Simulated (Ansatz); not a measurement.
The parent structure is MgTe in the wurtzite structure (space group P6_3mc, No. 186; a = 4.6085 Å, c = 7.5007 Å). Axes: x lies along a and z along c of the hexagonal cell.

Calculations: Ansatz (a first-principles code), PBE, PAW, cutoff 420 eV, scalar-relativistic without spin-orbit coupling.

Base values:

The shortest interatomic distance is 2.818 Å and the pressure is 0.00 GPa.

The change: biaxial strain −2.92 %, plane normal [001], relaxed out of plane (Cartesian); in-plane vectors clamped, the third vector and the atoms free.

### Question
What does the calculation give for the shortest interatomic distance after the change?

### Answer
The shortest interatomic distance shrinks by 0.038 Å (2.818 Å → 2.780 Å).

### Question
Predict the new ratio −ε⊥/ε∥.

### Answer
The ratio −ε⊥/ε∥ comes out as 0.82.

### Question
Predict the new pressure.

### Answer
The pressure (mean of the normal stresses, compression positive) goes from zero to 1.24 GPa.

Whether these cells are dynamically stable was not tested.
